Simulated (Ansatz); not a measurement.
## As: response to strain

Start from As (space group R-3m, No. 166; layered; relaxed with 0.1 eV smearing).

```
As
1.0
    1.87245     1.08106     3.25153
   -1.87245     1.08106     3.25153
    0.00000    -2.16212     3.25153
As
2
Cartesian
  0.00000   0.00000   2.27094
  0.00000   0.00000   7.48365
```

Cartesian axes are those of the cell as printed.

Strains are applied to the cell and any free atomic positions relax; under biaxial strain the out-of-plane vector relaxes too; under stress the whole cell relaxes.

All numbers come from PBEsol-D3(BJ) (Ansatz, a first-principles code), no spin-orbit coupling.

Notes on the quantities. pressure: mean of the normal stresses, compression positive; energy relative to the base: free energy F.

```tsv
change	volume per atom	pressure	energy relative to the base	space group
base	19.75 Å³	0.0 GPa	0 meV/atom	R-3m (No. 166)
biaxial strain −1.82 %, plane normal [001], relaxed out of plane	19.44 Å³	1.7 GPa	+6.3 meV/atom	R-3m (No. 166)
biaxial strain −1.63 %, plane normal [001], relaxed out of plane	19.46 Å³	1.6 GPa	+5.1 meV/atom	R-3m (No. 166)
biaxial strain +0.30 %, plane normal [001], relaxed out of plane	19.81 Å³	-0.3 GPa	+0.2 meV/atom	R-3m (No. 166)
biaxial strain +3.63 %, plane normal [001], relaxed out of plane	20.52 Å³	-3.9 GPa	+27 meV/atom	R-3m (No. 166)
isotropic strain +2.88 %	21.50 Å³	-5.1 GPa	+30 meV/atom	R-3m (No. 166)
tensor shear ε_xy = −3.47 %	19.72 Å³	0.3 GPa	+16 meV/atom	P-1 (No. 2)
uniaxial stress, 2 GPa compression along x	19.63 Å³	–	+2.5 meV/atom	C2/m (No. 12)
uniaxial stress, 5 GPa compression along z	18.95 Å³	–	+20 meV/atom	R-3m (No. 166)
tensor shear ε_yz = −0.56 %	19.74 Å³	0.0 GPa	+0.5 meV/atom	C2/m (No. 12)
```

Beyond what the load breaks, stability against distortions was not tested.
